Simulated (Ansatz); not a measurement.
**Several settings converged on a (111) slab of Sn2Ir (cut from a parent of space group no. 225; 9 atoms in the cell)**

```yaml
crystal:
  lattice:
    - [4.51569, 0.00000, 0.00000]
    - [2.25785, 3.91070, 0.00000]
    - [0.00000, 0.00000, 23.21759]
  atoms:
    - { symbol: Ir, position: [0.00000, 0.00000, 0.34119] }
    - { symbol: Ir, position: [0.33333, 0.33333, 0.50000] }
    - { symbol: Ir, position: [0.66667, 0.66667, 0.65880] }
    - { symbol: Sn, position: [0.33333, 0.33333, 0.38090] }
    - { symbol: Sn, position: [0.66667, 0.66667, 0.30150] }
    - { symbol: Sn, position: [0.66667, 0.66667, 0.53970] }
    - { symbol: Sn, position: [0.00000, 0.00000, 0.46030] }
    - { symbol: Sn, position: [0.00000, 0.00000, 0.69850] }
    - { symbol: Sn, position: [0.33333, 0.33333, 0.61910] }
```

Base method: LDA (PW92), default PAW files made with PBE (plane waves; Ansatz, a program for electronic structure).

Base settings: basis.ecutwfc = 420 eV; kpoints.mp_grid.grid = 6 6 1; hamiltonian.xc = lda; hamiltonian.pseudopotentials = {kind: paw} (the program's default PAW files); scf.occupations.method = gaussian; scf.occupations.width = 0.1 eV.

The count of work is k-points × plane waves × bands × iterations; it is no time. 

**The vacuum**

The mesh stays at the base's, so the ladder's end is converged at best in this setting alone.

Only quantities that move along the ladder and can be compared are tabulated.

```tsv
vacuum between outermost atoms (Å)	free energy less the last step's (meV/atom)	largest difference of a force vector from the last step's (eV/Å)	count of work / last
3.0	-96.96	0.395	0.36
4.0	-21.56	0.118	0.39
5.0	-4.31	0.030	0.36
6.0	-0.61	0.011	0.45
7.0	0.01	0.004	0.41
8.0	0.05	0.002	0.44
10.0	0.01	0.000	0.56
12.0	0.00	0.000	0.62
14.0	0.00	0.000	0.68
17.0	0.01	0.000	0.77
20.0	0.00	0.000	0.85
25.0	0.01	0.000	1.00
30.0	0.00	0.000	1.0
```

Smallest vacuum between outermost atoms (Å) that holds the forces within 0.005 eV/Å of the last step, with all finer ones: 7.0, at 0.41 of the last step's count of work; the step before is off by 0.011 eV/Å.

Smallest vacuum between outermost atoms (Å) that holds the free energy within 5 meV/atom of the last step, with all finer ones: 5.0, at 0.36 of the last step's count of work; the step before is off by 22 meV/atom.

**The plane-wave cutoff**

The mesh stays at the base's, so the ladder's end is converged at best in this setting alone.

Only quantities that move along the ladder and can be compared are tabulated.

```tsv
basis.ecutwfc	free energy less the last step's (meV/atom)	largest difference of a force vector from the last step's (eV/Å)	count of work / last
210 eV	4608.14	0.437	0.14
250 eV	930.82	0.150	0.16
295 eV	113.61	0.025	0.18
355 eV	6.69	0.006	0.27
420 eV	1.92	0.002	0.35
505 eV	0.54	0.000	0.41
630 eV	0.14	0.000	0.65
840 eV	0.00	0.000	1.0
```

Coarsest basis.ecutwfc that holds the forces within 0.005 eV/Å of the last step, with all finer ones: 420 eV, at 0.35 of the last step's count of work; the step before is off by 0.006 eV/Å.

Coarsest basis.ecutwfc that holds the free energy within 0.5 meV/atom of the last step, with all finer ones: 630 eV; the step before is off by 0.54 meV/atom.

On the base run: the starting cell comes from a database of computed structures (which also holds hypothetical and non-ambient phases and stackings), without a prior relaxation at this level. The slab is cut from that crystal, and its faces are unrelaxed. Its lattice was rescaled by up to half a per cent. Spin polarisation is off.

Left out of this page: 1 run of the series outside the window shown, repeating another row's setting, or not comparable.

Keys are those of Ansatz 0.2.
